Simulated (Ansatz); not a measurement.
A computed series for CuI: response to strain

Consider CuI in the zinc blende structure (space group F-43m, No. 216).

```
CELL_PARAMETERS angstrom
      0.00000     2.96966     2.96966
      2.96966     0.00000     2.96966
      2.96966     2.96966     0.00000
ATOMIC_POSITIONS crystal
  Cu 0.00000 0.00000 0.00000
  I  0.25000 0.25000 0.25000
```

Cartesian axes are those of the cell as printed.

Strains are applied to the cell and any free atomic positions relax.

Calculations: PBEsol (Ansatz, a first-principles code), scalar-relativistic without spin-orbit coupling.

Notes on the quantities. energy relative to the base: free energy F.

```csv
case,energy relative to the base,band gap,volume per atom
base,0 meV/atom,1.17 eV,26.19 Å³
tensor shear ε_xy = +1.43 %,+1.6 meV/atom,1.14 eV,26.18 Å³
tensor shear ε_xy = +0.29 %,+0.1 meV/atom,1.17 eV,26.19 Å³
tensor shear ε_xy = +2.00 %,+3.2 meV/atom,1.13 eV,26.18 Å³
tensor shear ε_xy = +0.57 %,+0.3 meV/atom,1.16 eV,26.19 Å³
tensor shear ε_xy = +1.14 %,[?],[?],26.19 Å³
tensor shear ε_xy = +0.86 %,+0.6 meV/atom,1.16 eV,26.19 Å³
tensor shear ε_xy = +1.71 %,+2.3 meV/atom,1.14 eV,26.18 Å³
```

Q: Some entries are withheld; estimate them.

A: 
- tensor shear ε_xy = +1.14 %, energy relative to the base: +1.0 meV/atom
- tensor shear ε_xy = +1.14 %, band gap: 1.15 eV

Spin-orbit coupling, missing from the scalar runs, can matter with I. Whether these cells are dynamically stable was not tested. The final runs are not spin-polarised.
